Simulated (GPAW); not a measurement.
Band structure of CuGaSe₂ (I-42d, 8 atoms in the cell).

```yaml
crystal:
  lattice:
    - [-2.77667, 2.77667, 5.45435]
    - [2.77667, -2.77667, 5.45435]
    - [2.77667, 2.77667, -5.45435]
  atoms:
    - { symbol: Ga, position: [0.50000, 0.50000, 0.00000] }
    - { symbol: Ga, position: [0.25000, 0.75000, 0.50000] }
    - { symbol: Cu, position: [0.00000, 0.00000, 0.00000] }
    - { symbol: Cu, position: [0.75000, 0.25000, 0.50000] }
    - { symbol: Se, position: [0.87500, 0.87500, 0.50000] }
    - { symbol: Se, position: [0.12500, 0.62500, 0.00000] }
    - { symbol: Se, position: [0.37500, 0.37500, 0.50000] }
    - { symbol: Se, position: [0.62500, 0.12500, 0.00000] }
```

Method: PBE, GPAW PAW datasets PBE (gpaw-data 1.0.1) (plane waves; GPAW 25.7.0).

Settings: mode = pw; ecut = 800 eV; xc = PBE; kpts = 3 3 3; mesh shift (steps) = 0 0 0; occupations.name = fermi-dirac; occupations.width = 0.01 eV; nbands = -8; convergence.bands = -6; symmetry.symmorphic = false; symmetry.tolerance = 0.0005; maxiter = 100; bandpath_npoints = 40.

The starting cell has typed, rounded lattice constants, without a prior relaxation at this level. Its lattice was rescaled by a random factor within 2.5 % of one.

**Question.** Predict the gap along the standard path and the places of the band edges.

**Answer.** The gap along the path is 0.41 eV, direct at Γ to within 0.01 eV.

Levels in eV from the top of the valence band on the SCF mesh, bands 23 to 30:
```tsv
point	23	24	25	26	27	28	29	30
Γ	-1.64	-0.13	-0.13	0.00	0.41	1.85	2.32	4.03
X	-0.86	-0.86	-0.53	-0.53	1.30	1.30	3.41	3.41
Y	-0.90	-0.90	-0.74	-0.74	1.59	1.59	3.95	3.95
S	-1.51	-1.28	-0.79	-0.60	2.03	2.55	2.57	3.48
Z	-1.31	-1.31	-0.98	-0.98	1.91	1.91	1.93	1.93
S1	-1.51	-1.28	-0.79	-0.60	2.03	2.55	2.57	3.48
N	-1.42	-1.31	-1.18	-0.60	2.36	2.71	3.26	4.22
P	-0.90	-0.90	-0.71	-0.71	1.76	1.76	3.14	3.14
Y1	-0.90	-0.90	-0.74	-0.74	1.59	1.59	3.95	3.95
```
